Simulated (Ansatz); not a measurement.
```yaml
crystal:
  lattice:
    - [3.15313, 0.00000, 0.00000]
    - [0.00000, 17.99183, 0.00000]
    - [1.57656, 5.99728, 0.91023]
  atoms:
    - { symbol: Mo, position: [0.00000, 0.00024, 0.00000] }
    - { symbol: S, position: [0.00000, 0.57997, 0.00000] }
    - { symbol: S, position: [0.00000, 0.75377, 0.00000] }
```

The cell was relaxed by PBE-D3(BJ); by r2SCAN it stands under a pressure of 3.1 GPa.

Transport runs along the normal of the first two printed cell vectors, the (100) plane of the conventional cell.

The gap is the functional's own. No spin-orbit coupling. Mid-gap values are those at the computed energy nearest the middle.

Problem. State the band gap and the smallest decay constant κ at mid-gap according to r2SCAN (Ansatz, an electronic-structure program).

Solution. Gap 0.87 eV on a 32×32×32 mesh; κ = 0.200 1/Å, at (0.300, 0.000) of the in-plane reciprocal vectors. At the zone centre the slowest state has κ = 0.28 1/Å.
